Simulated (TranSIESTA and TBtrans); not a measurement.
Run with TranSIESTA and TBtrans (open boundaries, self-consistent; PseudoDojo norm-conserving potentials, scalar-relativistic): PAO.BasisSize DZP, PAO.EnergyShift 0.15 eV, XC.Authors PBE, Mesh.Cutoff 200 Ry, ElectronicTemperature 300 K, TS.Voltage 0.0 eV, TBT.Elecs.Eta 0.001 eV, no spin polarisation.

System: Sn chain with one bond stretched by 3.0 Å. Leads: straight Sn chain, spacing 2.75 Å. Geometry: as built, not relaxed.

**Question.** Predict: conductance at 300 K (G0 = 2e²/h); thermopower (μV/K); mean T from −0.5 to 0.5 eV.

**Answer.** conductance at 300 K (G0 = 2e²/h): 0.013; thermopower (μV/K): -4.7; mean T from −0.5 to 0.5 eV: 0.013. The straight chain is held at its spacing; free chains may zigzag or dimerise. No spin-polarised start was tried, so a magnetic state, if there is one, is missed.
